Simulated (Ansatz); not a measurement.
**ZnSe, pressure series**

Base system: ZnSe in the zinc blende structure (space group F-43m, No. 216; a = 5.7330 Å).

Cell and atoms are relaxed at each pressure.

Method: Ansatz (a program for electronic structure) PBE, without spin-orbit coupling.

Base values:

The band gap is 1.15 eV.

### Question
The aim is a band gap between 0.95 eV and 1.03 eV. Which of these changes reaches it?
A. pressure 9 GPa
B. pressure 0.9 GPa
C. pressure −2 GPa
D. pressure 2.1 GPa
E. pressure 22.5 GPa

### Answer
C, pressure −2 GPa. It gives 1.01 eV; pressure 2.1 GPa gives 1.29 eV; pressure 22.5 GPa gives 2.14 eV; pressure 9 GPa gives 1.65 eV; pressure 0.9 GPa gives 1.21 eV. Changes not listed may reach it too

Load acts through the strain it causes; cell and atoms are relaxed under it. No phonon test of stability was made. Measured, ZnSe leaves this structure (for rock salt) near 13 GPa (temperature not stated; as listed in M. Köfferlein et al., Hyperfine Interactions (1994)).
